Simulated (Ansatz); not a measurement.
# PBE-D3(BJ) against PBEsol-D3(BJ): hypothetical CdI2 type MnF2, pressure 15 GPa

Consider MnF$_{2}$ in the CdI2 type structure (space group P-3m1, No. 164; a = 3.3281 Å, c = 4.2810 Å; ferromagnetic; a hypothetical phase, not in the database extracts checked; layered, stacked along the Cartesian z axis).

(Cell as relaxed with PBE-D3(BJ).)

Levels (all Ansatz, an electronic-structure program, PAW): PBE-D3(BJ) (420 eV, no spin-orbit coupling); PBEsol-D3(BJ) (420 eV, spin-orbit coupling left out).

Each level relaxes its own structure.

```json
[
 {"base": "volume per atom", "PBE-D3(BJ)": "13.69 Å³", "PBEsol-D3(BJ)": "12.91 Å³"},
 {"base": "lattice parameter a", "PBE-D3(BJ)": "3.328 Å", "PBEsol-D3(BJ)": "3.280 Å"},
 {"base": "band gap", "PBE-D3(BJ)": "1.70 eV", "PBEsol-D3(BJ)": "1.46 eV"},
 {"base": "largest site moment", "PBE-D3(BJ)": "4.21 μB", "PBEsol-D3(BJ)": "4.17 μB"}
]
```

It is then changed as follows: a hydrostatic pressure of 15 GPa.

| quantity | PBE-D3(BJ) | PBEsol-D3(BJ) |
|---|---|---|
| magnetic state | ferromagnetic | [?] |
| band gap | 1.45 eV | [?] |
| lattice parameter a | 3.286 Å | [?] |
| shift of the gap caused by the change | -0.24 eV | [?] |
| smallest direct gap | 1.72 eV | [?] |

### Question
What does PBEsol-D3(BJ) give?

### Answer

- magnetic state, PBEsol-D3(BJ): ferromagnetic
- band gap, PBEsol-D3(BJ): 1.28 eV
- lattice parameter a, PBEsol-D3(BJ): 3.299 Å
- shift of the gap caused by the change, PBEsol-D3(BJ): -0.18 eV
- smallest direct gap, PBEsol-D3(BJ): 1.57 eV

PBE-D3(BJ)'s band gap lies 0.17 eV above PBEsol-D3(BJ)'s; PBE-D3(BJ)'s lattice parameter a lies 0.0136 Å below PBEsol-D3(BJ)'s (0.4 %); PBE-D3(BJ)'s shift of the gap caused by the change lies 0.06 eV below PBEsol-D3(BJ)'s; PBE-D3(BJ)'s smallest direct gap lies 0.15 eV above PBEsol-D3(BJ)'s; the two agree on the magnetic state. Neither level is exact; PBEsol-D3(BJ) is the comparison here, not a measurement.

From pressure 15 GPa on, the axis ratios lie over 15 % from the base's, so the cell there is far from its starting form. Load acts through the strain it causes; cell and atoms are relaxed under it. No phonon test of stability was made. No other phases were tried under pressure. No Hubbard U is applied and the magnetic state is the run's own (MnF2 ferromagnetic); other magnetic orders, which need larger cells, were not tried and can change the gap. A gap here joins edges of opposite spin (a spin-flip gap). The program warned that a D3 coordination switch lies within reach, so dispersion energies are less smooth here.
